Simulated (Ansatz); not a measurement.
Start from SiO2 in the rutile structure (space group P4_2/mnm, No. 136; a = 4.155 Å, c = 2.661 Å). Axes: x, y, z lie along a, b, c of the conventional cell.

All numbers come from LDA (Ansatz, a program for electronic structure; PAW; 420 eV plane waves; spin-orbit coupling left out).

Strains are applied to the cell and any free atomic positions relax.

One change was made to it. Results:

| quantity | base | after |
|---|---|---|
| energy relative to the base (free energy F) | 0 meV/atom | +17 meV/atom |
| electron mass | 0.40 mₑ along c, 0.52 mₑ across (at Γ) | 0.46 mₑ along z, 0.55 mₑ across (at Γ) |
| width of the top valence band | 2.76 eV | 2.88 eV |

### Question
Which change produced these results?
A) uniaxial strain ε_zz = −3.00 %
B) uniaxial strain ε_zz = −1.80 %
C) uniaxial strain ε_zz = −1.20 %

### Answer
A, uniaxial strain ε_zz = −3.00 %. For comparison, the energy relative to the base in the other runs: uniaxial strain ε_zz = −1.80 % gives +6.0 meV/atom; uniaxial strain ε_zz = −1.20 % gives +2.6 meV/atom.

The levels and masses belong to the bands next to the band gap. Effective masses come from finite differences of ±0.01 Å⁻¹. Stability against distortions was not tested.
